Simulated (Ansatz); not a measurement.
The reference is Ti3Al (space group P6_3/mmc, No. 194; a = 5.755 Å, c = 4.655 Å).

Levels (all Ansatz, an electronic-structure program, PAW, earlier PAW set): PBE (420 eV, without spin-orbit coupling); r2SCAN (500 eV, no spin-orbit coupling).

Levels that relaxed their own cell: PBE and r2SCAN.

```csv
level,lattice parameter a,lattice parameter c
PBE,5.755 Å,4.655 Å
r2SCAN,5.747 Å,4.632 Å
```

Measured: lattice parameter a 5.768 Å (room temperature; as listed in Metals 6, 165 (2016)); lattice parameter c 4.6424 Å (room temperature; as listed in Metals 6, 165 (2016)).

Computed minus measured — lattice parameter a: PBE -0.2 %, r2SCAN -0.4 %; lattice parameter c: PBE +0.3 %, r2SCAN -0.2 %. Measured values not marked as corrected hold thermal and zero-point effects that the static-lattice runs lack.

Whether these cells are dynamically stable was not tested. All final runs are without spin polarisation.
